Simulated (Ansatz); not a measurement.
Given:

End structure of Br on the 1x1 (0001) surface of hcp Ru, one in a 1x1 cell, started at the site 'top Ru':

```
CELL_PARAMETERS angstrom
      2.72140     0.00000     0.00000
     -1.36070     2.35680     0.00000
      0.00000     0.00000    25.50000
ATOMIC_POSITIONS crystal
  Ru 0.66667 0.33333 0.37633
  Ru 0.33333 0.66667 0.45766
  Ru 0.66667 0.33333 0.54254
  Ru 0.33333 0.66667 0.62389
  Br 0.33333 0.66667 0.72143
```

Set-up: 5 atoms, 6.3 Å thick at the start under the adsorbate (thin: gaps and levels are the slab's own); mesh 12x12x1; 0.1 eV smearing; dipole correction on; 2 atoms held, the rest relaxed; start symmetry kept, larger cells not searched; no spin, no spin-orbit, no U, no dispersion correction. At the end it is bonded to Ru. In PBE it is, or lies within 0.03 eV of, the lowest of the starts that converged.

A negative adsorption energy means that the adsorbate is more stable on the surface than in its reference.

### Question
Estimate the work function of the top face that Ansatz (a program for electronic structure) with PBE returns for this input.

### Answer
3.84 eV

### Question
Predict the adsorption energy against ½ Br2(g) from PBE.

### Answer
0.14 eV

### Question
What change of the work function does PBE give?

### Answer
-1.16 eV

### Question
Give the change of the step from the bottom to the top vacuum level, against the clean slab at the level PBE.

### Answer
-1.10 eV
